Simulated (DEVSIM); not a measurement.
Structure: Mo/SiO2/n-Ge capacitor, at 300 K.

Layer 1 from the left is SiO2, thickness (nm) 12.0. Layer 2 from the left is Ge, thickness (nm) 9200, Nd (cm⁻³) 4.2e15.

Metal gate on the left, work function 4.6 eV. Fixed charge at the semiconductor interface -7.2e10 cm⁻² (in units of +e); no interface traps.

Constants are typed, rounded textbook-type inputs, not results; the design itself was drawn at random and stands for no fabricated device. Values at 300 K.

SiO2: gap (eV) 9, affinity (eV) 0.9, permittivity 3.9. Ge: gap (eV) 0.664, affinity (eV) 4, permittivity 16, Nc (cm⁻³) 1.04e19, Nv (cm⁻³) 6e18.

Simulated with DEVSIM: 1D Poisson equation in equilibrium, Boltzmann statistics, complete ionisation; no quantum confinement or tunnelling. Metal contacts follow the ideal Schottky-Mott rule: no Fermi-level pinning, no interface dipoles.

Task: What does the simulation give for the flat-band voltage, the minimum of the low-frequency capacitance, the threshold voltage (band bending 2φF)?

Result: flat-band voltage 0.44 V; minimum of the low-frequency capacitance 0.0463 μF/cm²; threshold voltage (band bending 2φF) 0.08 V.
